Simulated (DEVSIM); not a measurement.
# abrupt InP p-n junction

Device: abrupt InP p-n junction, at 450 K.

```
layer (left to right)  material  thickness (μm)  Nd (cm⁻³)  Na (cm⁻³)  τn (s)  τp (s)
---------------------  --------  --------------  ---------  ---------  ------  ------
1                           InP            3.30          -     5.2e16  4.4e-8  4.4e-8
2                           InP            3.30     2.5e16          -  4.4e-8  4.4e-8
```

Left contact: ohmic. Right contact: ohmic. Voltage is applied to the left contact. Recombination: SRH at mid-gap, radiative, Auger. Mobility is constant in doping.

This is a model device: material constants are rounded textbook-type values typed into the input, and sizes, dopings and lifetimes were drawn at random. Values at 300 K; Nc and Nv go as T^1.5, mobilities as T to minus their exponent, the gap by Varshni's rule with the affinity fixed.

```tsv
parameter	InP
gap (eV)	1.344
affinity (eV)	4.38
permittivity	12.5
Nc (cm⁻³)	5.7e17
Nv (cm⁻³)	1.1e19
μn (cm²/Vs)	5200
μp (cm²/Vs)	170
T exponent of μn	2
T exponent of μp	2
B (cm³/s)	1.2e-10
Cn (cm⁶/s)	9e-31
Cp (cm⁶/s)	9e-31
Varshni α (eV/K)	0.000363
Varshni β (K)	162
```

DEVSIM, 1D drift-diffusion, Boltzmann statistics, complete ionisation; no tunnelling, impact ionisation, image-force lowering or self-heating.

```yaml
potential_step_across_the_device_at_zero_bias: 0.919 V
largest_field_in_the_device_at_zero_bias: 64000 V/cm
Dark forward voltage at 1 A/cm²: 0.643 V
Dark forward voltage at 100 A/cm²: 0.829 V
```

Small-signal capacitance in reverse bias (quasi-static):

```
V (V)  C (nF/cm²)
-----  ----------
-0.1         39.9
-0.25        37.0
-0.5         33.4
-0.75        30.7
-1           28.5
-1.5         25.3
-2           23.0
-2.5         21.2
-3.25        19.1
-4           17.6
-5           16.0
```

Dark reverse current:

```tsv
V (V)	J (A/cm²)
-0.10	-1.3e-6
-0.25	-2.4e-6
-0.50	-4.0e-6
-0.75	-5.4e-6
-1.00	-6.7e-6
-1.50	-9.0e-6
-2.00	-1.1e-5
-2.50	-1.3e-5
-3.25	-1.6e-5
-4.00	-1.8e-5
-5.00	-2.1e-5
```
